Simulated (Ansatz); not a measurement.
We consider SmIn3 (Pm-3m, No. 221), described by LDA (Ansatz, a program for electronic structure, plane waves, PAW).

Run with plane-wave cutoff 520 eV, 12×12×12 k mesh, Fermi–Dirac smearing 0.05 eV, spin-polarised with parallel moments, scalar-relativistic PAW data made under PBE.

Computed at the level's own relaxed cell.

What does this level give for the equilibrium lattice constant a and bulk modulus?


- equilibrium lattice constant a: 4.568 Å
- bulk modulus: 59.5 GPa

The run finds no gap.

Note: the magnetic order was assumed, not searched for or taken from measurement; the 4f shell is treated without U or exact exchange, so its levels and filling can be wrong; the bulk modulus is −V dP/dV from two relaxed cells at ±2 % in volume.

Spin–orbit coupling is not included.

Computed values are for the static lattice.

The result took about 6 core-minutes (a rough figure).
